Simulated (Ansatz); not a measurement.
# TiC: pressure 4.5 GPa

Consider TiC in the rock salt structure (space group Fm-3m, No. 225; a = 4.328 Å).

Perturbation: cell and atoms relaxed at a pressure of 4.5 GPa.

All numbers come from Ansatz (an electronic-structure program), r2SCAN, PAW, cutoff 500 eV, no SOC. k-mesh 18×18×18 (Γ-centred); smearing 0.05 eV (Fermi–Dirac).

```csv
quantity,base,changed,shift
density,4.91 g/cm³,4.99 g/cm³,+0.08 g/cm³
lattice parameter a,4.328 Å,4.304 Å,-0.024 Å
shortest interatomic distance,2.164 Å,2.152 Å,-0.012 Å
enthalpy H = E + PV relative to the base's energy,–,+0.28 eV/atom,–
band gap,zero,zero,–
```

Final structure:

```yaml
crystal:
  lattice:
    - [0.00000, 2.15198, 2.15198]
    - [2.15198, 0.00000, 2.15198]
    - [2.15198, 2.15198, 0.00000]
  atoms:
    - { symbol: C, position: [0.00000, 0.00000, 0.00000] }
    - { symbol: Ti, position: [0.50000, 0.50000, 0.50000] }
```

Load acts through the strain it causes; cell and atoms are relaxed under it. No phonon test of stability was made. The final runs are not spin-polarised.
